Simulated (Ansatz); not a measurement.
**A computed series for GaN: response to strain**

The parent structure is GaN in the wurtzite structure (space group P6_3mc, No. 186; a = 3.152 Å, c = 5.138 Å).

Strains are applied to the cell and any free atomic positions relax.

All numbers come from LDA, PAW, 420 eV (Ansatz, a program for electronic structure; no spin-orbit coupling).

Candidates:
(a) isotropic strain +0.60 %
(b) isotropic strain +2.40 %
(c) isotropic strain +3.00 %
(d) isotropic strain +1.20 %

For the base:

```
Property   Result
--------  -------
Band gap  2.13 eV
```

### Question
Order them by band gap, lowest first.

### Answer
(c) isotropic strain +3.00 % (1.53 eV), (b) isotropic strain +2.40 % (1.65 eV), (d) isotropic strain +1.20 % (1.89 eV), (a) isotropic strain +0.60 % (2.01 eV)

No phonon test of stability was made.
